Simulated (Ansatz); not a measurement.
Functionals compared on a constructed model of the (0001) surface of hcp Ru, a pseudomorphic layer of Fe in the host's stacking (bottom of the slab: a bare face, its two planes held), in Ansatz (plane waves, PAW). The structure was relaxed with PBE; the other rows are single points on it. Cutoff 420 eV.

Set-up: 7 atoms, 13.2 Å thick at the start with caps and adatoms (thin: gaps and levels are the slab's own); mesh 16x16x1; 0.1 eV smearing; dipole correction on; 2 atoms held, the rest relaxed; symmetry of the start imposed; spin-polarised, ending with about 2.5 μB a cell; orders that need a larger cell were not tried, no spin-orbit, no U. In PBE it is, or lies within 0.01 eV a 1x1 cell of, the lowest of the 2 structures of its composition computed so far; subsurface sites and larger cells were not tried. These notes are the PBE run's.

```tsv
functional	work function of the top face (eV)	magnetic moment of the cell (μB)	rough cost of the single point
PBE	4.49	2.52	–
RPBE	…	2.55	about 60 core-seconds (a rough figure)
```

Question: Complete the blanks.

Answer: 
- RPBE, work function of the top face (eV): 4.33

Ansatz is a quantum-chemistry and plane-wave program.
